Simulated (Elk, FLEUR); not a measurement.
A FLEUR input for a self-consistent single point of SbAs (R3m, 2 atoms in the cell) (DFT, PBEsol, all-electron FLAPW (FLEUR), scalar-relativistic valence with spin-orbit coupling in second variation):

Input of the input generator:

```
SbAs crystal
&input film=f /
2.0327150989 1.1735888400 3.7165929272
-2.0327150989 1.1735888400 3.7165929272
0.0000000000 -2.3471769887 3.7165931455
1.8897261246
1.0 1.0 1.0

2
51 0.2291000000 0.2291000000 0.2291000000
33 0.7708970000 0.7708970000 0.7708970000

&comp jspins=1 /
&exco xctyp='PBEs' /
&kpt div1=7 div2=7 div3=7 /
&soc 0.0 0.0 /
&end /
```

```xml
<?xml version="1.0" encoding="UTF-8" standalone="no"?>
<fleurInput fleurInputVersion="0.39">
   <comment>
      SbAs crystal                                                                                        
   </comment>
   <calculationSetup>
      <cutoffs Kmax="4.2" Gmax="16.8" GmaxXC="16.8" numbands="0"/>
      <scfLoop itmax="80" minDistance="0.00001" maxIterBroyd="15" imix="Anderson" alpha="0.05" precondParam="0.0" spinf="2.0"/>
      <coreElectrons ctail="T" frcor="F" kcrel="0" coretail_lmax="0"/>
      <xcFunctional name="PBEs" relativisticCorrections="F"/>
      <magnetism jspins="1"/>
      <soc l_soc="T" theta="0.0" phi="0.0" spav="F"/>
      <expertModes spex="0" secvar="F"/>
      <geometryOptimization l_f="F" forcealpha="1.0" forcemix="BFGS" epsdisp="0.00001" epsforce="0.00001"/>
      <ldaU l_linMix="F" mixParam="0.05" spinf="1.0"/>
   </calculationSetup>
   <cell>
      <bzIntegration valenceElectrons="30.0" mode="hist" fermiSmearingEnergy="0.00367493">
         <kPointListSelection listName="default-1"/>
         <!-- k-points included here -->
         <xi:include xmlns:xi="http://www.w3.org/2001/XInclude" href="kpts.xml"> </xi:include>
      </bzIntegration>
      <!-- symmetry operations included here -->
      <xi:include xmlns:xi="http://www.w3.org/2001/XInclude" href="sym.xml"> </xi:include>
      <bulkLattice scale="1.0">
         <bravaisMatrix>
            <row-1>    3.8412748262602019     2.2177614904870095     7.0233427490334250</row-1>
            <row-2>   -3.8412748262602019     2.2177614904870095     7.0233427490334250</row-2>
            <row-3>    0.0000000000000000    -4.4355216746063482     7.0233431615606383</row-3>
         </bravaisMatrix>
      </bulkLattice>
   </cell>
   <atomSpecies>
      <species name="Antimony (Sb)" element="Sb" atomicNumber="51">
         <mtSphere radius="2.40" gridPoints="829" logIncrement="0.016"/>
         <atomicCutoffs lmax="10" lnonsphr="8"/>
         <electronConfig flipSpins="F">
            <coreConfig>(1s1/2) (2s1/2) (2p1/2) (2p3/2) (3s1/2) (3p1/2) (3p3/2) (4s1/2) (3d3/2) (3d5/2) (4p1/2) (4p3/2)</coreConfig>
            <valenceConfig>(5s1/2) (4d3/2) (4d5/2) (5p1/2) (5p3/2)</valenceConfig>
            <stateOccupation state="(5p1/2)" spinUp="0.5" spinDown="0.5"/>
            <stateOccupation state="(5p3/2)" spinUp="1.0" spinDown="1.0"/>
         </electronConfig>
         <energyParameters s="5" p="5" d="5" f="4"/>
         <lo type="SCLO" l="2" n="4" eDeriv="0"/>
      </species>
      <species name="Arsenic (As)" element="As" atomicNumber="33">
         <mtSphere radius="2.40" gridPoints="829" logIncrement="0.015"/>
         <atomicCutoffs lmax="10" lnonsphr="8"/>
         <electronConfig flipSpins="F">
            <coreConfig>(1s1/2) (2s1/2) (2p1/2) (2p3/2) (3s1/2) (3p1/2) (3p3/2)</coreConfig>
            <valenceConfig>(4s1/2) (3d3/2) (3d5/2) (4p1/2) (4p3/2)</valenceConfig>
            <stateOccupation state="(4p1/2)" spinUp="0.5" spinDown="0.5"/>
            <stateOccupation state="(4p3/2)" spinUp="1.0" spinDown="1.0"/>
         </electronConfig>
         <energyParameters s="4" p="4" d="3" f="4"/>
         <lo type="HELO" l="2" n="4" eDeriv="0"/>
      </species>
   </atomSpecies>
   <atomGroups>
      <atomGroup species="Antimony (Sb)">
         <relPos label="                   1">.2291000000 .2291000000 .2291000000</relPos>
         <force calculate="T" relaxXYZ="TTT"/>
      </atomGroup>
      <atomGroup species="Arsenic (As)">
         <relPos label="                   2">-.2291030000 -.2291030000 -.2291030000</relPos>
         <force calculate="T" relaxXYZ="TTT"/>
      </atomGroup>
   </atomGroups>
   <output dos="F" band="F" slice="F">
      <checks vchk="F" cdinf="F"/>
      <bandDOS minEnergy="-.5*Htr" maxEnergy="0.5*Htr" sigma="0.015" storeEVData="T"/>
      <vacuumDOS vacdos="F" integ="F" star="F" nstars="0" locx1="0.0" locy1="0.0" locx2="0.0" locy2="0.0" nstm="0" tworkf="0.0"/>
      <unfoldingBand unfoldBand="F" supercellX="1" supercellY="1" supercellZ="1"/>
      <plotting iplot="0" polar="F">
         <plot TwoD="T" vec1="  1.0  0.0  0.0" vec2="  0.0  1.0  0.0" vec3="  0.0  0.0  1.0" zero="  0.0  0.0  0.0" file="plot"/>
      </plotting>
      <chargeDensitySlicing numkpt="0" minEigenval="0.0" maxEigenval="0.0" nnne="0" pallst="F"/>
      <specialOutput eonly="F"/>
      <magneticCircularDichroism mcd="F" energyLo="-10.0" energyUp="0.0"/>
   </output>
  <!-- We include the file relax.xml here to enable relaxations (see documentation) -->
  <xi:include xmlns:xi="http://www.w3.org/2001/XInclude" href="relax.xml"> <xi:fallback/> </xi:include>
</fleurInput>
```

Problem. Write the same calculation as an input for Elk.

Solution. One input that does it (others would too):

```
tasks
  0

xctype
  22

spinorb
  .true.

rmtscf
  0.97

lmaxi
  3

nempty
  10

swidth
  0.00367493

maxscl
  100

scale
  1.889726125

avec
    2.0327150989    1.1735888400    3.7165929272
   -2.0327150989    1.1735888400    3.7165929272
    0.0000000000   -2.3471769887    3.7165931455

sppath
  './'

atoms
  2
  'Sb.in'
  1
  0.2291000000  0.2291000000  0.2291000000    0.0 0.0 0.0
  'As.in'
  1
  0.7708970000  0.7708970000  0.7708970000    0.0 0.0 0.0

ngridk
  7 7 7
```

Basis, cutoffs, solver keys and any potentials are the target program's own. This input uses DFT, PBEsol, spin-orbit coupling in second variation, all-electron FP-LAPW, Elk's shipped species files, default APW+lo basis.

The starting cell comes from a database of computed structures (which also holds hypothetical and non-ambient phases and stackings), without a prior relaxation at this level.
